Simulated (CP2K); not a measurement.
Band structure of CdAu (P-6m2, 2 atoms in the cell).

```
CdAu
1.0
    3.09033     0.00000     0.00000
   -1.54516     2.67630     0.00000
    0.00000     0.00000     4.60128
Cd Au
1 1
Direct
  0.00000   0.00000   0.00000
  0.33333   0.66667   0.50000
```

Method of the run: PBEsol, GPW, TZVP-MOLOPT-SR-GTH basis, GTH-PBE potentials (GTH_POTENTIALS) (CP2K).

Settings: CUTOFF = 500 Ry; REL_CUTOFF = 50 Ry; SMEAR/METHOD = FERMI_DIRAC; ELECTRONIC_TEMPERATURE = 1160.45 K; KPOINTS/SCHEME = MONKHORST-PACK 8 8 5; GAMMA_CENTERED = T; XC_FUNCTIONAL = PBE:PBESOL; Cd/BASIS_SET = TZVP-MOLOPT-SR-GTH-q12; Cd/POTENTIAL = GTH-PBE-q12; Au/BASIS_SET = TZVP-MOLOPT-SR-GTH-q11; Au/POTENTIAL = GTH-PBE-q11; METHOD = GPW; EPS_DEFAULT = 1e-10; EXTRAPOLATION = USE_GUESS.

The starting cell comes from a database of computed structures (which also holds hypothetical and non-ambient phases and stackings), without a prior relaxation at this level. Spin-orbit coupling is off. Values carry the incompleteness of an atom-centred basis. The potentials were made for another functional than the one used.

Levels in eV from the Fermi level, bands 9 to 14:
| point | 9 | 10 | 11 | 12 | 13 | 14 |
|---|---|---|---|---|---|---|
| Γ | -4.32 | -3.39 | -3.39 | -1.18 | 1.99 | 13.78 |
| M | -3.50 | -2.50 | -2.27 | -0.44 | 5.16 | 5.48 |
| K | -4.29 | -4.02 | -0.07 | 0.48 | 0.87 | 7.67 |
| A | -4.21 | -4.21 | -3.42 | -3.42 | 10.65 | 11.36 |
| L | -3.67 | -2.50 | -1.52 | -0.44 | 1.55 | 1.91 |
| H | -4.19 | -3.61 | 0.85 | 1.81 | 2.91 | 3.01 |

Bands cross the Fermi level along this path, so the cell is metallic at this level.

Higher empty bands are left out: an atom-centred basis made for the valence describes them poorly.
